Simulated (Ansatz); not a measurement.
Start from TiB$_{2}$ (space group P6/mmm, No. 191; a = 2.994 Å, c = 3.160 Å). Axes: x lies along a and z along c of the hexagonal cell.

The values are results of Ansatz (a quantum-chemistry and plane-wave program) LDA, no SOC, not measurements.

Before the change:

```
Property                         Value
-----------------------------  -------
Pressure                       0.0 GPa
Shortest interatomic distance  1.729 Å
Band gap                          zero
```

It is then changed as follows: uniaxial strain ε_xx = −0.50 %, all other strain components held at zero, atoms relaxed at fixed cell.

Q: What does the calculation give for the pressure, energy relative to the base, shortest interatomic distance and band gap after the change?

A: The pressure (mean of the normal stresses, compression positive) goes from zero to 1.5 GPa; the energy rises by 0.5 meV/atom; the shortest interatomic distance decreases by 0.006 Å to 1.723 Å; the band gap stays zero.

A case with no gap was solved on a k-mesh chosen for an insulator, which is coarse for it. Without a gap, meshes like the base's 13×13×10 leave anisotropic stresses uncertain by several tenths of a GPa, and small strain energies with them. Stability against distortions was not tested. All final runs are without spin polarisation.
